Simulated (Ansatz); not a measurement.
Results of HSE06 in Ansatz (plane waves, PAW) for pyrite PtAs2.

Settings: plane-wave cutoff 460 eV, 4×4×4 k mesh, Fermi–Dirac smearing 0.01 eV, scalar-relativistic PAW data made under PBE.

Cell (measured lattice):

```xyz
12
Lattice="5.9670 0.0000 0.0000 0.0000 5.9670 0.0000 0.0000 0.0000 5.9670" Properties=species:S:1:pos:R:3 pbc="T T T"
As     3.6814     5.2691     0.6979
As     0.6979     3.6814     5.2691
As     3.6814     3.6814     3.6814
As     2.2856     2.2856     2.2856
As     5.2691     0.6979     3.6814
As     5.2691     2.2856     0.6979
As     0.6979     5.2691     2.2856
As     2.2856     0.6979     5.2691
Pt     0.0000     2.9835     2.9835
Pt     2.9835     0.0000     2.9835
Pt     0.0000     0.0000     0.0000
Pt     2.9835     2.9835     0.0000
```

Question: Estimate the band gap, smallest direct gap on the k points sampled and direct gap at Γ that the calculation returns.

Answer: 
* **band gap**: 0.74 eV
* **smallest direct gap on the k points sampled**: 1.48 eV
* **direct gap at Γ**: 2.07 eV

Note: cell and atoms aren't relaxed at this level (pressure 1.0 GPa).

Spin–orbit coupling is not included; with these elements it can move the gap by several tenths of an eV or more.

Ansatz is a program for electronic structure.
